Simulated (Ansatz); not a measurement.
Results of LDA (plane waves, PAW; Ansatz, a program for electronic structure) for TiO₂ (P4₂/mnm, No. 136, 12 atoms in the cell; start mp-1041565).

Run with plane-wave cutoff 520 eV, 8×8×8 k mesh, Fermi–Dirac smearing 0.01 eV, no spin polarisation, scalar-relativistic PAW data made under PBE.

Cell (relaxed at this level):

```cif
data_O8Ti4
_chemical_formula_sum 'Ti4 O8'
_space_group_name_H-M_alt 'P 1'
_space_group_IT_number 1
_cell_length_a 5.40333
_cell_length_b 5.40333
_cell_length_c 5.40333
_cell_angle_alpha 114.649
_cell_angle_beta 106.946
_cell_angle_gamma 106.946
loop_
_space_group_symop_operation_xyz
  'x, y, z'
loop_
_atom_site_label
_atom_site_type_symbol
_atom_site_fract_x
_atom_site_fract_y
_atom_site_fract_z
_atom_site_occupancy
Ti1 Ti 0.50000 0.75000 0.75000 1
Ti2 Ti 0.50000 0.25000 0.25000 1
Ti3 Ti 0.00000 0.00000 0.50000 1
Ti4 Ti 0.00000 0.50000 0.00000 1
O1 O 0.30396 0.30397 0.50000 1
O2 O 0.69604 0.69603 0.50000 1
O3 O 0.30396 0.80396 0.00000 1
O4 O 0.69604 0.19604 0.00000 1
O5 O 0.19603 0.25000 0.94604 1
O6 O 0.80397 0.75000 0.05396 1
O7 O 0.80396 0.25000 0.55396 1
O8 O 0.19604 0.75000 0.44604 1
```

Q: Give the computed band gap.

A: 
band gap: 1.86 eV (direct)

Static lattice: no zero-point or thermal effects.

It cost around 40 core-seconds (rough) of CPU time.

A start named mp-… is a Materials Project structure, which need not be a measured phase.
